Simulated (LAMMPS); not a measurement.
An MD run on a melt made from SiC (zinc blende), 512 atoms, at 2320 K and 0 GPa, brought to that temperature within a few picoseconds.

Level of theory: classical MD, pair style meam, file SiC.meam; code LAMMPS.

Question: Give the state found, the enthalpy per atom, the coordination number of Si by C, the first peak of g(r), C-Si, the coordination number of C by C as this potential yields it.

Answer: state found: slow or partial motion within 42 ps, no clear phase; enthalpy per atom: -5.185 ± 0.004 eV/atom; coordination number of Si by C: 3.67 (counted to 2.58 Å); first peak of g(r), C-Si: 2.04 Å, height 5.3; coordination number of C by C: 0.65 (counted to 1.98 Å).

Caution: enthalpy drifts during the constant-pressure average: a transition or slow ageing; fluctuation values are void. Caution: at ambient pressure real SiC sublimes or decomposes before or as it melts, so this liquid is the model's.
